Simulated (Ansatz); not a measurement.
An Ansatz (a quantum-chemistry and plane-wave program) run: Li2S with a change (biaxial strain −0.42 %, plane normal [111], relaxed out of plane); PBEsol (Ansatz), spin-orbit coupling left out.

Input:

Ansatz 0.2 input:
```yaml
crystal:
  lattice:
    - [3.9818378292, 0, 0]
    - [1.9909189146, 3.4483727138, 0]
    - [1.9909189146, -1.1494575713, 3.2717256507]
  atoms:
    - { symbol: Li, position: [0.5, 0.25, 0.75] }
    - { symbol: Li, position: [0.5, 0.75, 0.25] }
    - { symbol: S, position: [0, 0, 0] }
basis: { ecutwfc: 420, ecutrho_ratio: 4, xc_grid: 2, fft_grid_basis: typed }
kpoints: { mp_grid: { grid: [10, 10, 10] } }
hamiltonian:
  xc: pbesol
  dispersion: none
  pseudopotentials: { kind: paw }
scf: { occupations: { method: fermi_dirac, width: 0.05 } }
relax: { f_tol: 0.005, max_steps: 50, cell: { stress_tol: 0.01, fix: [a, b, gamma] } }
output: { forces: true, stress: true }
checkpoint: { write: state.ck, write_every: 1000 }
```

Output (explanatory and most iteration lines left out):

```
Relaxation: its limit of steps is 50 (relax.max_steps)
Pseudopotential: Li, paw, valence charge 3
Pseudopotential: S, paw, valence charge 6
Crystal: 3 atoms, lattice volume = 44.924 Å³
Basis set: ecut = 420 eV, 893 PW (Γ), exchange–correlation on 54×54×54 points (8 copies of the dense FFT grid, shifted against one another)
Bands: 10, of which v1, the nominal top of the filled ones, is band 6 counted from 1 (5 counted from 0)
Symmetry: 12 space group operations
Space group: R-3m (ITA 166), of the structure as read, at distance tolerance 3.6e-5 Å
k-points: 116 of 1000
Functional: x = pbesol(κ = 0.804, μ = 0.12345679012345678), c = pbesol(β = 0.046)
SCF iter   1: F=—  HF=-1294.964549 eV  |F-HF|=—  |Δ(HF+E_count)|=         —  Δρ=3.18e-3  dr2=6.51e-3  ethr=1.77e-3  ⟨swp⟩=5.0  Hψ=7322  notcnv=0
SCF iter   2: F=—  HF=-1294.961085 eV  |F-HF|=—  |Δ(HF+E_count)|=   3.46e-3  Δρ=1.02e-3  dr2=2.30e-4  ethr=5.43e-5  ⟨swp⟩=2.4  Hψ=2504  notcnv=0
SCF 1 converged in 6 iterations: F = -1294.960835 eV  dr2 = 9.31e-11
relax step   1: F+E_penalty+E_count = -1294.96083464 eV  Δ(F+E_penalty+E_count) = +0.000e0 eV  max|allowed force component| = 9.806e-3 eV/Å  Δτ_max = 0.0000 Å  P = +0.273 GPa  Ω = 44.924 Å³  fix = [a, b, gamma]  reactions: a +0.432, b +0.432 GPa  (6 SCF iters, dr2 threshold 1.00e-7 eV, accepted)
[... steps on the carried basis left out ...]
relax step   4: F+E_penalty+E_count = -1294.96086090 eV  Δ(F+E_penalty+E_count) = -2.747e-7 eV  max|allowed force component| = 1.008e-5 eV/Å  Δτ_max = 0.0000 Å  P = +0.281 GPa  Ω = 44.913 Å³  energy of the carried Pulay correction = +2.430e-7 eV  fix = [a, b, gamma]  reactions: a +0.422, b +0.422 GPa  (4 SCF iters, dr2 threshold 2.65e-10 eV, accepted)
Crystal: 3 atoms, lattice volume = 44.913 Å³
SCF iter   1: F=—  HF=-1294.960919 eV  |F-HF|=—  |Δ(HF+E_count)|=         —  Δρ=2.10e-6  dr2=1.02e-9  ethr=5.95e-7  ⟨swp⟩=2.3  Hψ=10188  notcnv=0
SCF iter   2: F=—  HF=-1294.960861 eV  |F-HF|=—  |Δ(HF+E_count)|=   5.83e-5  Δρ=1.54e-6  dr2=1.06e-9  ethr=8.47e-12  ⟨swp⟩=3.2  Hψ=2477  notcnv=0
SCF 5 converged in 6 iterations: F = -1294.960861 eV  dr2 = 1.05e-12
SCF converged after 6 iterations
Free energy (F): -1294.960861 eV
Internal energy: -1294.960861 eV  (E = F + TS)
E sigma→0 (E₀):  -1294.960861 eV
Fermi energy:    4.126033 eV
--- Forces (eV/Å), atoms counted from 1 ---
  atom   1  Li     0.00000000     0.00000000    -0.00001068
  atom   2  Li     0.00000000    -0.00000000     0.00001068
  atom   3  S     -0.00000000     0.00000000     0.00000000
--- Stress (GPa, compression-positive) ---
        0.421988       0.000000      -0.000000
        0.000000       0.421988       0.000000
       -0.000000       0.000000      -0.000399
  P = ⅓ Tr σ = 0.2812 GPa (2.812 kbar)
--- Relaxed structure (4 steps of the walk, 4 accepted, 1 SCFs on fresh bases) ---
  cell:  # Å, volume = 44.9134 Å³
    - [3.9818378291785903, -6.653363454785475e-43, -1.0779195283197103e-34]
    - [1.9909189145892952, 3.448372713818541, 1.7566499538795293e-11]
    - [1.9909189145892952, -1.1494575712895099, 3.270979534151415]
  atoms:
    - { symbol: Li, position: [0.500508012391286, 0.2497459938043569, 0.7492379814130709] }
    - { symbol: Li, position: [0.4994919876087136, 0.7502540061956433, 0.2507620185869295] }
    - { symbol: S, position: [7.622668960630759e-32, -1.5251115192595626e-31, 8.188605565092758e-43] }
```

Stability against distortions was not tested. The cell was made from Li₂S in the anti-fluorite structure (space group Fm-3m, No. 225) by this change: biaxial strain −0.42 %, plane normal [111], relaxed out of plane.
